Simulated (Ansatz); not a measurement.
Start from CdSe in the zinc blende structure (space group F-43m, No. 216; a = 6.007 Å).

Structures relaxed with Ansatz (a program for electronic structure) LDA, scalar-relativistic without spin-orbit coupling.

Base:

Simulated powder pattern, Mo Kα, λ = 0.71073 Å (kinematic, ideal powder, no thermal factors, no anomalous dispersion; the 8 strongest lines at most, above 2 %, up to 2θ = 40°):

```
2θ (°)  I/Imax (%)    hkl
------  ----------  -----
11.76          100  (111)
19.26           80  (220)
22.63           52  (311)
27.37           14  (400)
29.88           22  (331)
33.69           30  (422)
35.80           17  (511)
39.10          8.9  (440)
```

Modification: a hydrostatic pressure of 30 GPa.

After the change:

Simulated powder pattern, Mo Kα, λ = 0.71073 Å (kinematic, ideal powder, no thermal factors, no anomalous dispersion; the 8 strongest lines at most, above 2 %, up to 2θ = 40°):

| 2θ (°) | d (Å) | I/Imax (%) | hkl |
|---|---|---|---|
| 12.89 | 3.167 | 100 | (111) |
| 14.89 | 2.743 | 3.3 | (200) |
| 21.12 | 1.939 | 78 | (220) |
| 24.82 | 1.654 | 50 | (311) |
| 30.04 | 1.371 | 13 | (400) |
| 32.81 | 1.258 | 21 | (331) |
| 37.01 | 1.120 | 27 | (422) |
| 39.35 | 1.056 | 15 | (333) |

The indices refer to the base's conventional cell; one index is shown for lines that coincide.

Load acts through the strain it causes; cell and atoms are relaxed under it. Whether these cells are dynamically stable was not tested. Tetrahedral semiconductors of this kind turn to denser phases somewhere between about 1 and 50 GPa; those were not computed, so compressed cells here can lie past the real transition.
